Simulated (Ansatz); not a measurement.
# Evanescent states of MoSe$_{2}$ (P6_3/mmc, 6 atoms a cell, 19.7 Å³ an atom) along the normal of (001)

Method: PBEsol (plane waves, PAW; Ansatz, an electronic-structure program).

The gap is the functional's own, uncorrected, and κ follows it; spin-orbit coupling is left out. Mid-gap means the computed energy nearest the middle.

Energies count from the valence-band top; κ is the least over a 12×12 mesh across the current.

```json
[
 {"E (eV)": "0.03", "κ (1/Å)": "0.116", "where": "Γ"},
 {"E (eV)": "0.09", "κ (1/Å)": "0.210", "where": "Γ"},
 {"E (eV)": "0.15", "κ (1/Å)": "0.211", "where": "off Γ"},
 {"E (eV)": "0.21", "κ (1/Å)": "?", "where": "off Γ"},
 {"E (eV)": "0.27", "κ (1/Å)": "?", "where": "off Γ"},
 {"E (eV)": "0.33", "κ (1/Å)": "?", "where": "off Γ"},
 {"E (eV)": "0.39", "κ (1/Å)": "?", "where": "off Γ"},
 {"E (eV)": "0.45", "κ (1/Å)": "?", "where": "off Γ"},
 {"E (eV)": "0.51", "κ (1/Å)": "?", "where": "off Γ"},
 {"E (eV)": "0.57", "κ (1/Å)": "0.132", "where": "off Γ"},
 {"E (eV)": "0.63", "κ (1/Å)": "0.108", "where": "off Γ"},
 {"E (eV)": "0.69", "κ (1/Å)": "0.073", "where": "off Γ"}
]
```

### Question
Complete the blanks.

### Answer

- 0.21, κ (1/Å): 0.205
- 0.27, κ (1/Å): 0.197
- 0.33, κ (1/Å): 0.188
- 0.39, κ (1/Å): 0.178
- 0.45, κ (1/Å): 0.166
- 0.51, κ (1/Å): 0.151
